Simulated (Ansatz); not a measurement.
Functionals compared on NH2 on the 1x1 (110) surface of bcc Ta, one in a 2x2 cell, started at the site 'bridge Ta-Ta (span 2.9 Å)', in Ansatz (plane waves, PAW). The structure was relaxed with PBE; the other rows are single points on it, each with its references at the same level. Cutoff 420 eV (500 eV for r2SCAN).

Slab: 19 atoms, 6.8 Å thick at the start under the adsorbate (thin: gaps and levels are the slab's own); k 5x5x1, smearing 0.1 eV, dipole-corrected; 8 atoms held, the rest relaxed; held to the start's symmetry, so lower structures may exist; no spin, no spin-orbit, no U, no dispersion correction. At the end it is bonded to 2 Ta. In PBE it is, or lies within 0.03 eV of, the lowest of the starts that converged. These notes are the PBE run's. Adsorption energies are against NH3(g) − ½ H2(g). A negative adsorption energy means that the adsorbate is more stable on the surface than in its reference.

```json
[
 {"functional": "PBE", "adsorption energy (eV)": "-1.12", "work function of the top face (eV)": "3.49", "change of the work function (eV)": "-1.28", "rough cost of the single point": "–"},
 {"functional": "RPBE", "adsorption energy (eV)": "-0.91", "work function of the top face (eV)": "3.38", "change of the work function (eV)": "-1.27", "rough cost of the single point": "about 120 core-seconds (a rough figure)"},
 {"functional": "r2SCAN", "adsorption energy (eV)": "___", "work function of the top face (eV)": "___", "change of the work function (eV)": "___", "rough cost of the single point": "very roughly 4 core-minutes"}
]
```

Task: Complete the blanks.

Result: 
- r2SCAN, adsorption energy (eV): -1.38
- r2SCAN, work function of the top face (eV): 3.50
- r2SCAN, change of the work function (eV): -1.38

Ansatz is a first-principles code.
